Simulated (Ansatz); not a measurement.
Phonon-limited transport in metals: compounds that share space group Pm-3m and stoichiometry, Ansatz (a program for electronic structure) with PBEsol, DFPT electron-phonon coupling, linearised Boltzmann equation; geometry: relaxed with this functional, without spin-orbit coupling.

| Compound | volume per atom (Å³) | resistivity at 300 K | mean free path at 300 K |
|---|---|---|---|
| TiRe | 14.7 | 5.5 μΩ·cm | 12.3 nm |
| IrGa | 13.8 | ? | ? |
| LuPd | 19.5 | 8.3 μΩ·cm | ? |
| MgRh | 14.6 | 5.1 μΩ·cm | 16.2 nm |
| TiOs | 14.3 | 3.9 μΩ·cm | 56 nm |
| AgZn | 15.1 | 5.4 μΩ·cm | 15.6 nm |
| ScPd | 17.5 | 11.9 μΩ·cm | 7.0 nm |
| TiTc | 14.4 | 7.1 μΩ·cm | 8.8 nm |

Problem. Fill in the missing entries.

Solution. 
- IrGa, resistivity at 300 K: 11.3 μΩ·cm
- IrGa, mean free path at 300 K: 21 nm
- LuPd, mean free path at 300 K: 10.6 nm

Metals; harmonic phonons alone scatter; means over directions. The mean free path is weighted by the current that each state carries. Halving the electron mesh moves these values by up to 10 %; q meshes are mostly untested. Some of the runs warned that the eigensolver left states short of its tolerance. Spin-orbit coupling is left out.

Formula and space group known from diffraction (Crystallography Open Database), not checked to be the room-temperature form: AgZn (Pm-3m), IrGa (Pm-3m), LuPd (Pm-3m), MgRh (Pm-3m), ScPd (Pm-3m), TiOs (Pm-3m), TiRe (Pm-3m), TiTc (Pm-3m). The missing spin-orbit coupling matters most for IrGa (Pm-3m), LuPd (Pm-3m), TiOs (Pm-3m), TiRe (Pm-3m).
